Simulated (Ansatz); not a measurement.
The reference is SiC in the wurtzite structure (space group P6_3mc, No. 186; a = 3.056 Å, c = 5.016 Å).

All numbers come from LDA/PAW in Ansatz (an electronic-structure program), no spin-orbit coupling.

Before the change:

| Quantity | Result |
|---|---|
| Band gap | 2.13 eV |
| Lattice parameter a | 3.056 Å |

One thing is altered: cell and atoms relaxed at a pressure of 2.1 GPa.

### Question
How does this affect the band gap and lattice parameter a?

### Answer
The band gap drops by 0.016 eV (2.13 eV → 2.12 eV); the lattice parameter a shrinks by 0.009 Å (3.056 Å → 3.047 Å).

Load acts through the strain it causes; cell and atoms are relaxed under it. No phonon test of stability was made.
